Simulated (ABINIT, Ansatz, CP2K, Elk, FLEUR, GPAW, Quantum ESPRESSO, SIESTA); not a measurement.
# Code comparison for KI (Fm-3m, 2 atoms in the cell)

Self-consistent single point, at a second geometry (lattice scaled by 0.98). First geometry:

```yaml
crystal:
  lattice:
    - [0.00000, 3.53500, 3.53500]
    - [3.53500, 0.00000, 3.53500]
    - [3.53500, 3.53500, 0.00000]
  atoms:
    - { symbol: K, position: [0.00000, 0.00000, 0.00000] }
    - { symbol: I, position: [0.50000, 0.50000, 0.50000] }
```

Shared settings, as Ansatz (a first-principles code) writes them: kpoints.mp_grid.grid = 4 4 4; scf.occupations.method = fermi_dirac; scf.occupations.width = 0.05 eV. Potentials and cutoffs stand in the table.

```
code                                                                                                                                model  ΔF from the first geometry (meV/atom)  pressure (GPa)  gap on the mesh (eV)           cutoff
----------------  -----------------------------------------------------------------------------------------------------------------------  -------------------------------------  --------------  --------------------  ---------------
ABINIT                                                           PBE, norm-conserving pseudopotentials (PseudoDojo nc-sr-05 PBE standard)                                   16.1            1.48                 4.101            37 Ha
Quantum ESPRESSO                                                          PBE, PseudoDojo standard norm-conserving (PBE) pseudopotentials                                   16.1            1.48                 4.101            75 Ry
CP2K                                                              PBE, GPW, DZVP-MOLOPT-SR-GTH basis, GTH-PBE potentials (GTH_POTENTIALS)                                   17.5            1.58                 4.073      grid 500 Ry
GPAW                                                                                         PBE, GPAW PAW datasets PBE (gpaw-data 1.0.1)                                   16.1            1.48                 4.120           600 eV
Elk                                                                 PBE, all-electron FP-LAPW, Elk's shipped species files, LAPW+lo basis                                   18.2               –                 4.109       rgkmax 7.5
Ansatz                                                                                                             PBE, default PAW files                                   16.3            1.48                 4.109          default
SIESTA            GGA PBE, numerical atomic orbitals DZP, PseudoDojo PBE standard norm-conserving potentials (rewritten from UPF to PSML)                                   25.5            2.16                 4.101      grid 400 Ry
FLEUR                                                                        PBE, all-electron FLAPW (FLEUR), scalar-relativistic valence                                   16.9               –                 4.146  Kmax 3.8 1/bohr
```

A dash marks a value that a program does not give, or that is left out as unsure.

Gaps are read on the mesh.

On Ansatz's run: spin-orbit coupling is off.

The spread over the programs that give each value: ΔF from the first geometry within 9.4 meV/atom; pressure within 0.68 GPa; gap on the mesh within 0.073 eV.

CP2K and SIESTA use small atom-centred bases, whose incompleteness enters pressures, forces and empty levels differently from a plane-wave cutoff. Elk and FLEUR treat all electrons, but the usual bases taken here (sphere radii, linearisation, local orbitals, empty states) were not tested for convergence, so the values are no reference for the others. Ansatz's pressure is given at a fixed set of plane waves, as the other plane-wave codes print theirs.

The starting cell has typed, rounded lattice constants, without a prior relaxation at this level. For this run, on top of that: lattice scaled by 0.98.

Keys are those of Ansatz 0.2.
